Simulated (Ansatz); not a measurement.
**LiF (P6₃mc, No. 186, 4 atoms in the cell; start mp-1185301; a measured phase of this formula has another space group)**

Method: r²SCAN+rVV10 (Ansatz, an electronic-structure program, PAW).

Numerical settings: plane-wave cutoff 560 eV, 12×12×8 k mesh (along the axes of the cell as run), Fermi–Dirac smearing 0.01 eV, scalar-relativistic PAW data made under PBE.

Cell (relaxed at this level):

```cif
data_F2Li2
_chemical_formula_sum 'Li2 F2'
_space_group_name_H-M_alt 'P63mc'
_space_group_IT_number 186
_space_group_name_Hall 'P 6c -2c'
_cell_length_a 3.07278
_cell_length_b 3.07278
_cell_length_c 4.75649
_cell_angle_alpha 90.000
_cell_angle_beta 90.000
_cell_angle_gamma 120.000
loop_
_atom_site_label
_atom_site_type_symbol
_atom_site_symmetry_multiplicity
_atom_site_Wyckoff_symbol
_atom_site_fract_x
_atom_site_fract_y
_atom_site_fract_z
_atom_site_occupancy
Li1 Li 2 b 0.33333 0.66667 0.38297 1
F1 F 2 b 0.66667 0.33333 0.49202 1
```

For LiF (P6₃mc, No. 186, 4 atoms in the cell; start mp-1185301; a measured phase of this formula has another space group), the band gap comes out as 8.54 eV (on the SCF k mesh).

Note: the relaxation could not lower the start's symmetry, so the cell can be a saddle point above a distorted one.

The computed numbers hold no vibrational or temperature effects.

A start named mp-… is a Materials Project structure, which need not be a measured phase.
